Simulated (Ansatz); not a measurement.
# A computed series for Li2O: pressure series

Base system: Li$_{2}$O in the anti-fluorite structure (space group Fm-3m, No. 225; a = 4.626 Å).

Cell and atoms are relaxed at each pressure.

Computed with PBE in Ansatz (plane waves to 420 eV, PAW, scalar-relativistic without spin-orbit coupling).

Candidates:
(a) pressure 60 GPa
(b) pressure 45 GPa
(c) pressure −1 GPa
(d) pressure −2 GPa
(e) pressure 30 GPa

Before the change:

The band gap comes out as 4.98 eV.

### Question
Order them by band gap, lowest first.

### Answer
(d) pressure −2 GPa (4.93 eV), (c) pressure −1 GPa (4.96 eV), (e) pressure 30 GPa (5.43 eV), (b) pressure 45 GPa (5.55 eV), (a) pressure 60 GPa (5.65 eV)

Load acts through the strain it causes; cell and atoms are relaxed under it. Whether these cells are dynamically stable was not tested. Competing high-pressure phases were not computed.

Ansatz is a first-principles code.
